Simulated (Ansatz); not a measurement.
Fluorite HfO₂ (high-temperature phase) was calculated with rVV10 in Ansatz (plane waves, PAW).

Numerical settings: plane-wave cutoff 500 eV, 10×10×10 k mesh, gaussian smearing 0.02 eV, scalar-relativistic PAW data made under PBE.

Computed at the level's own relaxed cell.

What does this level give for the volume per atom, equilibrium lattice constant a and band gap?


- volume per atom = 11.18 Å³/atom
- equilibrium lattice constant a = 5.120 Å
- band gap = 3.64 eV (on the SCF k mesh)

Note: symmetry holds this phase in the static calculation, where it need not be a minimum; held by symmetry at 0 K, a high-temperature phase can be a saddle point.

Spin–orbit coupling is not included.

The computed numbers hold no vibrational or temperature effects.

It cost roughly 10 core-seconds of CPU time.

Ansatz is a program for electronic structure.
